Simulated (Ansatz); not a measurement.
**CO on the 1x1 (111) surface of fcc Ag, one in a 2x2 cell, started at the site 'bridge Ag-Ag (span 2.9 Å)'**

The numbers are results of r2SCAN, at the PBE geometry (plane waves to 500 eV, PAW; Ansatz, an electronic-structure program), not measurements.

Set-up: 18 atoms, 7.1 Å thick at the start under the adsorbate (thin: gaps and levels are the slab's own); mesh 6x6x1; 0.1 eV smearing; dipole correction on; single point; on the structure that PBE left under its start's symmetry; no spin, no spin-orbit, no U, no dispersion correction. At the end it is bonded to 2 Ag. In PBE this state lies 0.09 eV over the lowest of the starts that converged ('top Ag').

```yaml
adsorption energy against CO(g) at the same level: -0.11 eV
work_function_of_the_top_face: 4.64 eV
change_of_the_work_function: 0.23 eV
change_of_the_step_from_the_bottom_to_the_top_vacuum_level_against_the_clean_slab: 0.24 eV
height of the binding atom over the mean of the host atoms within 0.3 Å of the top one: 1.792 Å
nearest_host_atoms_of_the_binding_atom: Ag at 2.28 Å, Ag at 2.28 Å, Ag at 3.15 Å
cost: very roughly 8 core-minutes
```

A negative adsorption energy means that the adsorbate is more stable on the surface than in its reference.
